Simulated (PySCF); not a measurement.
PySCF 2.14.0, WB97X/def2-svp, df: Cl[Si](Cl)Cl, charge +1, multiplicity 1, 4 atoms. The geometry is a generated start, not checked to be a minimum at this level.

```yaml
task: energy
method: wb97x
basis: def2-svp
two_electron_scheme: density fitting
mol.max_memory: 3000 MB
mf.max_cycle: 100
mf.init_guess: minao (default)
mf.DIIS: CDIIS (default)
mf.diis_space: 8 (default)
mf.conv_tol: 1e-09 (default)
mf.grids.level: 3 (default)
basis_functions: 72
grid_points: 75824
```

```xyz
4

Cl     1.8978    -0.3872     0.0183
Si    -0.0030     0.0009    -0.0020
Cl    -1.2830    -1.4556    -0.0183
Cl    -0.6118     1.8419     0.0020
```

Charge 1 and multiplicity 1 are set for this test and not shown to be the ground state.

One run each on 2 threads, 1 BLAS thread. Values of level_shift (Hartree) tried: 0 (default), 0.1, 0.3, 1.

Question: Which value of level_shift (Hartree) needs the fewest Fock builds, and what happens away from it?

Answer: Fewest Fock builds, within one of each other: 0 (default) with 10, 0.1 with 11. The count rises to 23 at 1. All converge to one solution.

```
level_shift (Hartree)  Fock builds            end
---------------------  -----------  -------------
0 (default)                     10  same solution
0.1                             11  same solution
0.3                             13  same solution
1                               23  same solution
```
